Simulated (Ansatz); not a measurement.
## NaI in the rock salt structure (space group Fm-3m, No. 225)

```
CELL_PARAMETERS angstrom
      0.00000     3.26405     3.26405
      3.26405     0.00000     3.26405
      3.26405     3.26405     0.00000
ATOMIC_POSITIONS crystal
  Na 0.00000 0.00000 0.00000
  I  0.50000 0.50000 0.50000
```

All numbers come from PBE in Ansatz (plane waves to 420 eV, PAW, scalar-relativistic without spin-orbit coupling). Γ-centred 9×9×9 mesh, Fermi–Dirac width 0.05 eV.

The volume per atom is 34.78 Å³ and the density is 3.58 g/cm³. The band gap is 3.58 eV, direct at Γ. The electron mass is 0.27 mₑ and the hole mass (degenerate bands, along [100]) is 0.39, 1.7, 1.7 mₑ. The lowest conduction-band minima above the VBM is Γ 3.58 eV; X along ⟨100⟩ 4.48 eV and the total energy comes out as -4500.942 eV/atom (σ→0; compares only within this code and set-up).

Spin-orbit coupling, missing from the scalar runs, can matter with I. Effective masses come from finite differences of ±0.01 Å⁻¹. Whether these cells are dynamically stable was not tested.

Ansatz is an electronic-structure program.
